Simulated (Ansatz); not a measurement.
Take W in the bcc (W type) structure (space group Im-3m, No. 229; a = 3.1688 Å; relaxed with 0.1 eV smearing) as the base.

Calculations: r2SCAN in Ansatz (plane waves to 500 eV, PAW, scalar-relativistic without spin-orbit coupling).

For the base:

```
Property   Result
--------  -------
Pressure  0.0 GPa
Band gap     zero
```

One thing is altered: the cell is scaled by 1.0050 in all directions; the atoms relax in the strained cell.

Q: Predict the new energy relative to the base.

A: The energy rises by 3.5 meV/atom.

Q: What does the calculation give for the pressure after the change?

A: The pressure goes from zero to -4.6 GPa.

Q: How does this affect the band gap?

A: The band gap is still zero.

Stability against distortions was not tested. All final runs are without spin polarisation.

Ansatz is a quantum-chemistry and plane-wave program.
